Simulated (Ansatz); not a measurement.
**ZnCu2SnS4: S on a Cu site (antisite), symmetric start**

The parent structure is an 8-atom supercell of ZnCu2SnS4 (space group I-4, No. 82; a = 5.468 Å, c = 10.935 Å) at its relaxed geometry.

The change: one Cu atom is replaced by S, atoms relaxed at fixed cell.

The values are results of PBE/PAW in Ansatz (a program for electronic structure), no SOC, earlier PAW set, not measurements. Settings: 6×6×6 k-points, 0.05 eV Fermi–Dirac smearing.

```json
{
 "largest_displacement_of_a_host_atom_from_its_site_in_the_perfect_cell": "0.24 Å",
 "mean_distance_from_the_defect_site_to_its_nearest_host_atoms": "2.56 Å (base 2.32 Å)"
}
```

Final structure:

```
CELL_PARAMETERS angstrom
     -2.73424     2.73424     5.46757
      2.73424    -2.73424     5.46757
      5.46847     0.00000     0.00000
ATOMIC_POSITIONS crystal
  S  0.00000 0.00000 0.00000
  Cu 0.75000 0.75000 0.50000
  Zn 0.25000 0.25000 0.50000
  Sn 0.50000 0.50000 0.00000
  S  0.60036 0.11067 0.47918
  S  0.11067 0.60036 0.52082
  S  0.41016 0.87881 0.01052
  S  0.87881 0.41016 0.98948
```

The cell is small, so the values are those of an ordered compound at a high defect concentration; dilute-limit values will differ. The defect started on the symmetric site and kept its symmetry, so it may sit on a saddle. The final runs are not spin-polarised. The defect cell is not spin-polarised.
